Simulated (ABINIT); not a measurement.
A user runs ABINIT on K (Cmce, 8 atoms in the cell) and asks whether the run is sound. The aim is a self-consistent single point with DFT, PBEsol, plane waves, PAW (JTH v2.0 PBE PAW, files made for PBE).

Input:

```
# K, JTH v2.0 PBE PAW
pp_dirpath "./"
pseudos "K.GGA_PBE-JTH.xml"
acell 8.7465055897 8.7465055897 9.0066020000 Angstrom
rprim
         0.8556668630   -0.5175270231    0.0000000000
         0.8556668630    0.5175270231    0.0000000000
         0.0000000000    0.0000000000    1.0000000000
natom 8
ntypat 1
znucl 19
typat 1 1 1 1 1 1 1 1
xcart
        22.0250052067    0.0000000000    0.0000000000
         6.2607744747   -0.0000000000    0.0000000000
        20.4036643154   -0.0000000000    8.5100055468
         7.8821153660   -0.0000000000    8.5100055468
        14.1428898407    3.0968704138    3.0661549985
        14.1428898407   -3.0968704138   13.9538560950
        14.1428898407    5.4570750448   11.5761605452
        14.1428898407   -5.4570750448    5.4438505483
cellcharge -1
ecut 571 eV
pawecutdg 1143 eV
pawxcdev 0
ixc -116133
occopt 7
tsmear 0.00499791
nband 47
kptopt 1
ngkpt 3 3 2
nshiftk 1
shiftk 0 0 0
nstep 100
tolvrs 1.0e-10
prtwf 0
prtden 0
```

Log, with long lists cut:

```
 Symmetries : space group Cm c a (# 64); Bravais oC (1-face-center ortho.)

 -outvars: echo values of preprocessed input variables --------
            acell      1.6528500184E+01  1.6528500184E+01  1.7020011168E+01 Bohr
       cellcharge     -1.00000000E+00
   [... lines left out ...]
                       8.1897999750E-01  1.8101999811E-01  3.1984999860E-01
            znucl       19.00000

== DATASET  1 ==================================================================

 Real(R)+Recip(G) space primitive vectors, cartesian coordinates (Bohr,Bohr^-1):
 R(1)= 14.1428899 -8.5539455  0.0000000  G(1)=  0.0353535 -0.0584526  0.0000000
 R(2)= 14.1428899  8.5539455  0.0000000  G(2)=  0.0353535  0.0584526  0.0000000
 R(3)=  0.0000000  0.0000000 17.0200112  G(3)=  0.0000000  0.0000000  0.0587544
 Unit cell volume ucvol=  4.1180771E+03 bohr^3
 Angles (23,13,12)=  9.00000000E+01  9.00000000E+01  6.23330296E+01 degrees

 Coarse grid specifications (used for wave-functions):

 getcut: wavevector=  0.0000  0.0000  0.0000  ngfft=  72  72  72
         ecut(hartree)=     20.984   => boxcut(ratio)=   2.05147

 Fine grid specifications (used for densities):

 getcut: wavevector=  0.0000  0.0000  0.0000  ngfft= 100 100 100
         ecut(hartree)=     42.004   => boxcut(ratio)=   2.01385

   7.36493155E+03                                ecore*ucvol(ha*bohr**3)

_setup2: Arith. and geom. avg. npw (full set) are   18895.167   18895.150
--- !BeginCycle
solver: {iscf: 17, nstep: 100, nline: 4, wfoptalg: 10, }
tolerances: {tolvrs: 1.00E-10, }
...

     iter   Etot(hartree)      deltaE(h)  residm     nres2
 ETOT  1  -227.25729827237    -2.273E+02 9.276E-02 1.175E+01
 ETOT  2  -227.72039709077    -4.631E-01 5.453E-03 6.628E+00
 ETOT  3  -227.71544624523     4.951E-03 4.428E-04 2.163E+00
 ETOT  4  -227.71391677860     1.529E-03 2.278E-04 3.689E-01
 ETOT  5  -227.71361445013     3.023E-04 1.114E-04 1.240E-02
   [... 12 lines left out ...]
 ETOT 18  -227.71361595972     7.411E-10 1.335E-06 3.798E-08
 ETOT 19  -227.71361595978    -6.418E-11 1.070E-06 2.854E-09
 ETOT 20  -227.71361595979    -7.219E-12 6.491E-07 4.845E-10
 ETOT 21  -227.71361595979    -5.144E-12 6.984E-07 1.272E-11
 At SCF step   21       nres2   =  1.27E-11 < tolvrs=  1.00E-10 =>converged.

 Cartesian components of stress tensor (hartree/bohr^3)
  sigma(1 1)= -1.90966716E-05  sigma(3 2)=  0.00000000E+00
  sigma(2 2)= -1.81191529E-05  sigma(3 1)=  0.00000000E+00
  sigma(3 3)= -2.90327405E-05  sigma(2 1)=  0.00000000E+00

 ----iterations are completed or convergence reached----

 reduced coordinates (array xred) for    8 atoms
       0.778659997679      0.778659997679     -0.000000001091
       0.221339997932      0.221339997932     -0.000000001091
       0.721339997932      0.721339997932      0.499999998909
       0.278659997679      0.278659997679      0.499999998909
       0.318979997500      0.681019998110      0.180149999213
   [... lines left out ...]
 Fermi (or HOMO) energy (hartree) =   0.03542   Average Vxc (hartree)=  -0.21034
total_energy        : -2.27713613366097E+02
   [... lines left out ...]
monopole_correction :  8.89664486231006E-02
monopole_correction_eV:  2.42090018414416E+00
...

-Cartesian components of stress tensor (GPa)         [Pressure=  6.4970E-01 GPa]
- sigma(1 1)= -5.61843382E-01  sigma(3 2)=  0.00000000E+00
- sigma(2 2)= -5.33083794E-01  sigma(3 1)=  0.00000000E+00
- sigma(3 3)= -8.54172573E-01  sigma(2 1)=  0.00000000E+00

 Calculation completed.
```

Task: Is anything amiss in this input, and did it matter?

Result: The run is not sound. The fault is an unintended net charge. A charged periodic cell changes the electron count and is neutralised by a uniform background, so energy, forces and pressure belong to another system. To fix it, remove the charge. The run converged in 21 iterations without an error; against the sound input the pressure goes from -0.19 to 0.65 GPa and the largest force stays at 0.034 eV/Å.

An input that runs soundly differs in these lines (not the only fix; some lines may just follow from the change or write a value another way):
```diff
-cellcharge -1
-nband 47
+nband 46
```

With that input, the run converged in 20 iterations: free energy E − TS -6197.37 eV; Fermi level (on the code's own zero) 0.98 eV; pressure -0.19 GPa; largest force (vector length) 0.034 eV/Å (DFT, PBEsol, plane waves, PAW (JTH v2.0 PBE PAW, files made for PBE)).

On the sound input: the starting cell comes from a database of computed structures (which also holds hypothetical and non-ambient phases and stackings), without a prior relaxation at this level. Its lattice was rescaled by a random factor within 2.5 % of one. The potentials were made for another functional than the one used. Without a gap this mesh is coarse (it stands for a supercell whose shortest vector is 18 Å).
